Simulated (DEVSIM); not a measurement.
Device: abrupt Ge p-n junction, at 250 K.

```csv
layer (left to right),material,thickness (μm),Nd (cm⁻³),Na (cm⁻³),τn (s),τp (s)
1,Ge,0.300,-,9.6e15,7.5e-6,7.5e-6
2,Ge,250,1.3e16,-,7.5e-6,7.5e-6
```

Left contact: ohmic. Right contact: ohmic. Voltage is applied to the left contact. Recombination: SRH at mid-gap, radiative, Auger. Mobility is μmin + (μ − μmin)/(1 + (N/Nref)^α).

Constants are typed, rounded textbook-type inputs, not results; the design itself was drawn at random and stands for no fabricated device. Values at 300 K; Nc and Nv go as T^1.5, mobilities as T to minus their exponent, the gap by Varshni's rule with the affinity fixed.

```csv
parameter,Ge
gap (eV),0.664
affinity (eV),4
permittivity,16
Nc (cm⁻³),1.04e19
Nv (cm⁻³),6e18
μn (cm²/Vs),3900
μp (cm²/Vs),1900
"μn,min",150
"μp,min",100
"Nref,n",2.6e17
"Nref,p",4e17
αn,0.56
αp,0.6
T exponent of μn,1.66
T exponent of μp,2.33
B (cm³/s),6.4e-14
Cn (cm⁶/s),1e-31
Cp (cm⁶/s),1e-31
Varshni α (eV/K),0.000477
Varshni β (K),235
```

Simulated with DEVSIM: 1D drift-diffusion, Boltzmann statistics, complete ionisation; no tunnelling, impact ionisation, image-force lowering or self-heating.

The thickness of layer 1 was swept, all else fixed.

```csv
thickness of layer 1 (μm),largest field in the device at zero bias (V/cm),dark forward voltage at 1 A/cm² (V),dark forward voltage at 100 A/cm² (V)
0.06,27000,0.159,0.533
0.1,24000,0.169,0.544
0.18,22000,0.190,0.565
0.3,21000,0.213,0.581
0.51,21000,0.231,0.593
0.9,21000,0.245,0.601
1.5,21000,0.258,0.606
```

From the first row to the last the largest field in the device at zero bias goes from 27000 to 21000. From the first row to the last the dark forward voltage at 1 A/cm² goes from 0.159 to 0.258.
